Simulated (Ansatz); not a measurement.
# (Si)2/(Ge)4 zinc blende (111) superlattice on Si

A (111) superlattice of 2 double layers of Si and 4 of Ge (both in the zinc blende type), in-plane lattice that of Si; the cell holds Si4Ge8.

The numbers are results of PBE (plane waves to 420 eV, PAW; Ansatz, a program for electronic structure), not measurements. Spin–orbit coupling is left out; PBE gaps are too small against experiment. Its k-point mesh 9×9×2, Fermi–Dirac width 0.01 eV.

The period comes out as 19.83 Å, the in-plane lattice vector comes out as 3.868 Å and the strain of bulk Ge held on this lattice, in plane and along the normal is -5.05 %, then +1.95 %. The PBE gap of the superlattice over the mesh and listed points off it is 0.15 eV.

```yaml
crystal:
  lattice:
    - [3.86787, 0.00000, 0.00000]
    - [-1.93394, 3.34968, 0.00000]
    - [0.00000, 0.00000, 19.83199]
  atoms:
    - { symbol: Si, position: [0.00000, 0.00000, 0.99843] }
    - { symbol: Si, position: [0.00000, 0.00000, 0.11770] }
    - { symbol: Si, position: [0.33333, 0.66667, 0.15743] }
    - { symbol: Si, position: [0.33333, 0.66667, 0.27670] }
    - { symbol: Ge, position: [0.66667, 0.33333, 0.31906] }
    - { symbol: Ge, position: [0.66667, 0.33333, 0.44410] }
    - { symbol: Ge, position: [0.00000, 0.00000, 0.48984] }
    - { symbol: Ge, position: [0.00000, 0.00000, 0.61467] }
    - { symbol: Ge, position: [0.33333, 0.66667, 0.66047] }
    - { symbol: Ge, position: [0.33333, 0.66667, 0.78530] }
    - { symbol: Ge, position: [0.66667, 0.33333, 0.83103] }
    - { symbol: Ge, position: [0.66667, 0.33333, 0.95607] }
```
